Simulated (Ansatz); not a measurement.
Consider Ga in the diamond structure (space group Fd-3m, No. 227; a hypothetical phase, not in the database extracts checked).

```xyz
2
Lattice="0.0000 2.8790 2.8790 2.8790 0.0000 2.8790 2.8790 2.8790 0.0000" Properties=species:S:1:pos:R:3 pbc="T T T"
Ga     4.3184     4.3184     4.3184
Ga     2.8790     2.8790     2.8790
```

Calculations: PBEsol (Ansatz, an electronic-structure program; PAW; 420 eV plane waves; no spin-orbit coupling).

Base values:

The lattice parameter a comes out as 5.758 Å.

Modification: cell and atoms relaxed at a pressure of 0.3 GPa.

**Question.** Estimate the effect on the lattice parameter a.

**Answer.** The lattice parameter a falls by 0.014 Å to 5.744 Å.

Load acts through the strain it causes; cell and atoms are relaxed under it. No phonon test of stability was made.
